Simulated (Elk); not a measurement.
Worked example: self-consistent single point of FeNi₃ (Pm-3m, 4 atoms in the cell) in Elk

Computed with Elk 10.2.4 with PBE, all-electron FP-LAPW, Elk's shipped species files, default APW+lo basis.

This input was run:

```
tasks
  0

xctype
  20

spinpol
  .true.

reducebf
  0.7

rmtscf
  0.94

nempty
  10

swidth
  0.00367493

maxscl
  100

avec
    6.7836538045    0.0000000000    0.0000000000
    0.0000000000    6.7836538045    0.0000000000
    0.0000000000    0.0000000000    6.7836538045

atoms
  2
  'Fe.in'
  1
  0.0000000000  0.0000000000  0.0000000000    0.0 0.0 -1.0
  'Ni.in'
  3
  0.0000000000  0.5000000000  0.5000000000    0.0 0.0 -0.5
  0.5000000000  0.0000000000  0.5000000000    0.0 0.0 -0.5
  0.5000000000  0.5000000000  0.0000000000    0.0 0.0 -0.5

ngridk
  9 9 9
```

The program printed (abridged):

```
│ Elk code version 10.2.4 │

All units are atomic (Hartree, Bohr, etc.)

│ Ground-state run starting from atomic densities │

Lattice vectors :
   6.783653805       0.000000000       0.000000000
   0.000000000       6.783653805       0.000000000
   0.000000000       0.000000000       6.783653805

Unit cell volume      :    312.1699022
Brillouin zone volume :   0.7946000292

Muffin-tin inner radius fraction :   0.1000000000E-01

Nuclei treated as point charges

Species :    1 (Fe)
 parameters loaded from : Fe.in
 name : iron
 nuclear charge    :   -26.00000000
 electronic charge :    26.00000000
 atomic mass :    101799.2074
 muffin-tin radius :    2.256000000
 number of radial points in muffin-tin :    497
 atomic positions (lattice), magnetic fields (Cartesian) :
   1 :   0.00000000  0.00000000  0.00000000    0.00000000  0.00000000 -1.00000000

Species :    2 (Ni)
 parameters loaded from : Ni.in
 name : nickel
 nuclear charge    :   -28.00000000
 electronic charge :    28.00000000
 atomic mass :    106991.5230
 muffin-tin radius :    2.256000000
 number of radial points in muffin-tin :    497
 atomic positions (lattice), magnetic fields (Cartesian) :
   1 :   0.00000000  0.50000000  0.50000000    0.00000000  0.00000000 -0.50000000
   2 :   0.50000000  0.00000000  0.50000000    0.00000000  0.00000000 -0.50000000
   3 :   0.50000000  0.50000000  0.00000000    0.00000000  0.00000000 -0.50000000

Total number of atoms per unit cell :    4

Spin treatment :
 spin-polarised
 global magnetic field (Cartesian) :    0.000000000       0.000000000       0.000000000
 collinear magnetisation in z-direction

Number of Bravais lattice symmetries :   48
Number of crystal symmetries         :   48
Crystal has inversion symmetry
Real symmetric eigensolver will be used

k-point grid :      9     9     9
k-point offset :    0.000000000       0.000000000       0.000000000
k-point set is reduced with full crystal symmetry group
   [... lines left out ...]
Maximum |G| for potential and density :    12.00000000
 potential will be trimmed for |G| > 2 gkmax
Constant for pseudocharge density :    7
Radial integration step length :    4

G-vector grid sizes :     27    27    27
Number of G-vectors :     9045

Maximum angular momentum used for
 APW functions                      :    8
 outer part of muffin-tin           :    6
 inner part of muffin-tin           :    1

Total nuclear charge    :   -110.0000000
Total core charge       :    46.00000000
Total valence charge    :    64.00000000
Total excess charge     :    0.000000000
Total electronic charge :    110.0000000

Effective Wigner radius, rₛ :   0.8782872496

Number of empty states         :   40
Total number of valence states :  144
Total number of core states    :   46

Total number of local-orbitals :   69

Exchange-correlation functional :     20     0     0
 Perdew-Burke-Ernzerhof, Phys. Rev. Lett. 77, 3865 (1996)
 gradient requirement :    1
 generalised gradient approximation (GGA)

Smearing type :    3
 Fermi-Dirac
Smearing width :   0.3674930000E-02
Effective electronic temperature (K) :    1160.451112

Mixing type :    3
 Broyden mixing, J. Phys. A: Math. Gen. 17, L317 (1984)

Kohn-Sham potential initialised from atomic data
│ Self-consistent loop started │
│ Loop number : 1 │
 total energy                :     -5838.29356458
 total moment                :    6.199023592
│ Loop number : 2 │
 total energy                :     -5838.57177329
 total moment                :    6.194568395
RMS change in Kohn-Sham potential (target) :    2.451885157     (  0.1000000000E-05)
Absolute change in total energy (target)   :   0.2782087145     (  0.1000000000E-03)
│ Loop number : 3 │
 total energy                :     -5845.44059186
 total moment                :    4.940253076
RMS change in Kohn-Sham potential (target) :    2.162310326     (  0.1000000000E-05)
Absolute change in total energy (target)   :    6.938370752     (  0.1000000000E-03)
│ Loop number : 4 │
 total energy                :     -5823.61997628
 total moment                :    5.445713859
RMS change in Kohn-Sham potential (target) :    1.458489146     (  0.1000000000E-05)
Absolute change in total energy (target)   :    20.08602289     (  0.1000000000E-03)
│ Loop number : 5 │
 total energy                :     -5838.36938214
   [... lines left out ...]
 total moment                :    4.868985237
RMS change in Kohn-Sham potential (target) :   0.2284360111E-05 (  0.1000000000E-05)
Absolute change in total energy (target)   :   0.2723363841E-03 (  0.1000000000E-03)
│ Loop number : 19 │
 total energy                :     -5835.53562130
 total moment                :    4.869000585
RMS change in Kohn-Sham potential (target) :   0.1271794379E-05 (  0.1000000000E-05)
Absolute change in total energy (target)   :   0.8395714576E-04 (  0.1000000000E-03)
│ Loop number : 20 │
 total energy                :     -5835.53558164
 total moment                :    4.868915237
RMS change in Kohn-Sham potential (target) :   0.4066435203E-05 (  0.1000000000E-05)
Absolute change in total energy (target)   :   0.1867328683E-04 (  0.1000000000E-03)
│ Loop number : 21 │
 total energy                :     -5835.53559619
 total moment                :    4.868868166
RMS change in Kohn-Sham potential (target) :   0.8805838637E-06 (  0.1000000000E-05)
Absolute change in total energy (target)   :   0.9882564882E-05 (  0.1000000000E-03)
Convergence targets achieved

│ Loop number : 22 │

Energies :
 Fermi                       :     0.286770261838
 sum of eigenvalues          :     -3358.31312567
 electron kinetic            :      5924.63208783
 core electron kinetic       :      5309.44750362
 Coulomb                     :     -11513.2263332
 Coulomb potential           :     -8962.40773599
 nuclear-nuclear             :     -796.172294464
 electron-nuclear            :     -12471.7003414
 Hartree                     :      1754.64630272
 Madelung                    :     -7032.02246518
 xc potential                :     -320.327057862
 xc effective B-field        :    -0.210200200262
 external B-field            :      0.00000000000
 exchange                    :     -241.788622467
 correlation                 :     -5.14862340853
 electron entropic           :    -0.412242296807E-02
 total energy                :     -5835.53561363
 (external B-field energy excluded from total)

Density of states at Fermi energy :    91.48981363
 (states/Hartree/unit cell)

Estimated indirect band gap :   0.3729609498E-03
 from k-point     28 to k-point      1
Estimated direct band gap   :   0.2989414513E-02
 at k-point     33

Charges :
 core                        :    46.00000000
 valence                     :    64.00000000
 interstitial                :    4.435199281
 muffin-tins (core leakage)
  species :    1 (Fe)
   atom    1                 :    24.62185672     (  0.1593036814E-10)
  species :    2 (Ni)
   atom    1                 :    26.98098133     (  0.5998479852E-03)
   atom    2                 :    26.98098133     (  0.5998479852E-03)
   atom    3                 :    26.98098133     (  0.5998479852E-03)
 total in muffin-tins        :    105.5648007
 total calculated charge     :    109.9864562
 total charge                :    110.0000000
 error                       :   0.1354375682E-01

Moments :
 interstitial                :  -0.1178844750
 muffin-tins
  species :    1 (Fe)
   atom    1                 :    2.958200789
  species :    2 (Ni)
   atom    1                 :   0.6761581681
   atom    2                 :   0.6761581681
   atom    3                 :   0.6761581681
 total in muffin-tins        :    4.986675293
 total moment                :    4.868790818

│ Self-consistent loop stopped │
```

The run converged in 22 iterations. The count includes the last loop, which Elk runs after its targets are met.

The starting cell comes from a database of computed structures (which also holds hypothetical and non-ambient phases and stackings), without a prior relaxation at this level. Its lattice was rescaled by a random factor within 2.5 % of one. The magnetic order is the one reached from the typed start; others were not searched systematically. Values depend on the basis (sphere radii, cutoffs, local orbitals), which need not be converged. The log's line on a gap gives a spacing of levels on this mesh, which the program prints for metals too.

Cost on one core of a shared machine: roughly 80 s.
